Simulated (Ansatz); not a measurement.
We consider MgO (P6₃/mmc, No. 194; start mp-1065577; another space group than a measured phase of this formula), described by G0W0@PBEsol in Ansatz (plane waves, hard PAW, contour deformation).

The same calculation (at the PBEsol cell, 11.087 Å³/atom) with different numerical settings; throughout: k mesh 3×3×2:

```tsv
run	response cutoff (eV)	empty bands	quasiparticle gap on the mesh (eV)	quasiparticle gap at Γ (eV)	rough time
1	100	185	5.351	5.351	30 core-s
2	150	340	5.549	5.549	60 core-s
3	200	523	5.666	5.666	100 core-s
4	250	731	5.733	5.733	6 core-min
5	300	961	5.775	5.775	10 core-min
6	400	1480	5.823	5.823	20 core-min
```

In the column quasiparticle gap on the mesh (eV) the first row differs from the last by -0.472 and the next to last by -0.048.

The last row is no converged limit: other settings stay fixed.

A start named mp-… is a Materials Project structure, which can be a computed phase never made.

Ansatz is a quantum-chemistry and plane-wave program.
